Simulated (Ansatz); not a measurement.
Start from TiSi₂ (space group Fddd, No. 70; a = 4.780 Å, b = 8.232 Å, c = 8.522 Å). Axes: x, y, z lie along a, b, c of the conventional cell.

Level of theory: r2SCAN, PAW, 500 eV (Ansatz, a program for electronic structure; scalar-relativistic without spin-orbit coupling), earlier PAW set.

Strains are applied to the cell and any free atomic positions relax; under biaxial strain the out-of-plane vector relaxes too.

One change was made to it. Results:

The energy goes up by 1.3 meV/atom; the shortest interatomic distance shrinks by 0.0031 Å (2.520 Å → 2.516 Å); the pressure (mean of the normal stresses, compression positive) remains 0.0 GPa.

### Question
Which change produced these results?
A) biaxial strain +3.24 %, plane normal [001], relaxed out of plane
B) tensor shear ε_xy = +0.78 %
C) biaxial strain +0.90 %, plane normal [001], relaxed out of plane

### Answer
B, tensor shear ε_xy = +0.78 %. For comparison, the pressure in the other runs: biaxial strain +0.90 %, plane normal [001], relaxed out of plane gives -1.9 GPa; biaxial strain +3.24 %, plane normal [001], relaxed out of plane gives -6.0 GPa.

Without a gap, meshes like the base's 13×13×13 leave anisotropic stresses uncertain by several tenths of a GPa, and small strain energies with them. No phonon test of stability was made. The final runs are not spin-polarised.
